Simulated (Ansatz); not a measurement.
4H silicon carbide (0 0 1) on wurtzite GaN (0 0 1) (film strained to the substrate, started from cuts of the bulks and a machine-learned relaxation; metallic at this level, with no gap by band count; slabs Ga6N6 and Si8C8, which can lie off the formulas)

A periodic stack without vacuum, 4H silicon carbide (0 0 1) on wurtzite GaN (0 0 1) (film strained to the substrate, started from cuts of the bulks and a machine-learned relaxation; metallic at this level, with no gap by band count; slabs Ga6N6 and Si8C8, which can lie off the formulas): substrate slab Ga6N6, film Si8C8, surface cells [[0, -1], [1, 0]] and [[0, 1], [-1, 0]], film strained by +4.0 and +4.0 %, outermost planes Ga/N and Si/C as cut, which need not be the usual terminations and can put a slab off its formula.

The start was prepared with a machine-learned potential, and the result is one local minimum, with the in-plane cell held and forces under 0.04 eV/Å; the film can end far from its bulk form.

All values below come from PBE (plane waves to 420 eV, PAW; Ansatz, a quantum-chemistry and plane-wave program). Spin–orbit coupling is left out; the runs are not spin-polarised; PBE gaps are too small against experiment. Its k-point mesh 8×8×1, Fermi–Dirac width 0.05 eV.

- interface area = 9.0 Å²
- period = 35.90 Å
- heights between the nearest atoms of the two slabs at the two interfaces = 0.57 and 0.73 Å
- C–Ga contacts across the interfaces within 1.22 times the sum of covalent radii = 3, mean 1.99 Å
- N–Si contacts across the interfaces within 1.22 times the sum of covalent radii = 3, mean 1.94 Å
- two interfaces = unlike, so that offsets are their mean

```
CELL_PARAMETERS angstrom
      3.21822    -0.00009     0.08692
      1.60909     2.78723     0.06980
      2.24964    -0.34037    35.97013
ATOMIC_POSITIONS crystal
  Ga 0.81246 0.65087 0.01309
  Ga 0.40625 0.31773 0.08588
  N  0.75592 0.65100 0.06954
  N  0.34959 0.31789 0.14240
  Ga 0.66657 0.65116 0.15876
  Ga 0.26029 0.31791 0.23162
  N  0.60995 0.65119 0.21525
  N  0.20373 0.31793 0.28816
  Ga 0.52075 0.65120 0.30446
  Ga 0.11439 0.31785 0.37752
  N  0.46399 0.65109 0.36124
  N  0.05698 0.31748 0.43527
  Si 0.37445 0.65046 0.45118
  Si 0.23561 0.65055 0.59006
  Si 0.63887 0.98397 0.52007
  Si 0.83220 0.31730 0.66018
  C  0.32277 0.65063 0.50284
  C  0.18314 0.65062 0.64255
  C  0.58628 0.98387 0.57270
  C  0.77949 0.31737 0.71291
  Si 0.09543 0.65069 0.73028
  Si 0.95514 0.65073 0.87053
  Si 0.35863 0.98401 0.80039
  Si 0.55139 0.31750 0.94097
  C  0.04294 0.65068 0.78278
  C  0.90267 0.65078 0.92303
  C  0.30588 0.98402 0.85313
  C  0.49940 0.31761 0.99289
```
